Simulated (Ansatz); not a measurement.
Input:

```xyz
2
Lattice="0.0000 2.4161 2.4161 2.4161 0.0000 2.4161 2.4161 2.4161 0.0000" Properties=species:S:1:pos:R:3 pbc="T T T"
Y      0.0000     0.0000     0.0000
N      2.4161     2.4161     2.4161
```

No spin polarisation.

Method: DFT with PBE, PAW potentials and a 420 eV plane-wave cutoff in Ansatz (an electronic-structure program), no SOC. Settings: 12×12×12 k-points, 0.05 eV Fermi–Dirac smearing.

Question: What band gap does the calculation give?

Answer: 0.13 eV.

Question: Estimate the space group.

Answer: Fm-3m (No. 225).

Question: What gap character does the calculation give?

Answer: Indirect, Γ → X.

Question: What electron mass does the calculation give?

Answer: 1.3 mₑ along k, 0.091 mₑ across (at X).

The cells carry an imposed strain or load. Effective masses come from finite differences of ±0.01 Å⁻¹. Along k means along the line from Γ to the band edge. Whether these cells are dynamically stable was not tested. The cell was made from YN in the rock salt structure (space group Fm-3m, No. 225) by this change: isotropic strain −1.50 %. The zero or small gap of YN can change with the level of theory.
